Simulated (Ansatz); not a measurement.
**Effect of Li interstitial (started 1.96 Å from the nearest host atom) on Sn**

The reference is an 8-atom supercell of Sn (space group I4_1/amd, No. 141; a = 5.947 Å, c = 3.212 Å) at its relaxed geometry.

It is then changed as follows: a neutral Li interstitial (started 1.96 Å from the nearest host atom), atoms relaxed at fixed cell, starting from a slightly rattled geometry.

Method: PBE, PAW, 420 eV (Ansatz, an electronic-structure program; no SOC), earlier PAW set. Γ-centred 7×7×7 mesh, Fermi–Dirac width 0.05 eV.

```json
[
 {"quantity": "pressure", "base": "0.1 GPa", "changed": "4.5 GPa", "shift": "+4.4 GPa"},
 {"quantity": "final site of the added atom", "base": "–", "changed": "7 Sn at 2.61–2.92 Å", "shift": "–"}
]
```

Final structure:

```
LiSn8
1.0
   -5.94710     0.00000     3.21219
    0.00000     0.00000     6.42439
    0.00000     5.94710    -3.21219
Sn Li
8 1
Direct
  0.98573   0.39846   0.49655
  0.46868   0.63127   0.97825
  0.98536   0.85920   0.49650
  0.53816   0.13159   0.04936
  0.00709   0.05730   0.00815
  0.49699   0.20341   0.51809
  0.93398   0.59535   0.01063
  0.50005   0.66583   0.44334
  0.22821   0.12864   0.73970
```

In so small a cell the defect repeats every few ångströms: this is an ordered compound, not a dilute defect. The defect cell is not spin-polarised.
